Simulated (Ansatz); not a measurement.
Be₃N₂ (Ia-3, No. 206), treated with PBEsol (Ansatz, an electronic-structure program, plane waves, PAW).

Numerical settings: plane-wave cutoff 500 eV, 8×8×8 k mesh, Fermi–Dirac smearing 0.05 eV, scalar-relativistic PAW data made under PBE.

Cell (relaxed at this level):

Space group Ia-3 (No. 206); a = b = c = 8.110 Å, α = β = γ = 90.00°

```tsv
atom	site	symmetry	x	y	z
Be	48e	1	0.1138	0.3541	0.1198
N	24d	2..	0.0000	0.2500	0.4788
N	8b	.-3.	0.2500	0.2500	0.2500
```
(The calculation used a cell of 40 atoms; values per cell refer to that cell.)

Task: Predict the band gap.

Result: 
- band gap = 3.21 eV (on the SCF k mesh)

The computed numbers hold no vibrational or temperature effects.

It cost roughly 9 core-minutes of CPU time.
